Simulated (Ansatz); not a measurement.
**A computed series for BeSe: pressure series**

Start from BeSe in the zinc blende structure (space group F-43m, No. 216; a = 5.178 Å).

Cell and atoms are relaxed at each pressure.

Level of theory: DFT with PBE, PAW potentials and a 420 eV plane-wave cutoff in Ansatz (an electronic-structure program), no SOC.

Candidates:
(a) pressure 0.7 GPa
(b) pressure 1.5 GPa
(c) pressure −2 GPa
(d) pressure 5 GPa
(e) pressure 3 GPa

Before the change:

```
Item       Result
--------  -------
Band gap  2.67 eV
```

Task: Order them by band gap, lowest first.

Result: (d) pressure 5 GPa (2.54 eV), (e) pressure 3 GPa (2.59 eV), (b) pressure 1.5 GPa (2.63 eV), (a) pressure 0.7 GPa (2.66 eV), (c) pressure −2 GPa (2.73 eV)

Load acts through the strain it causes; cell and atoms are relaxed under it. Stability against distortions was not tested. No other phases were tried under pressure.
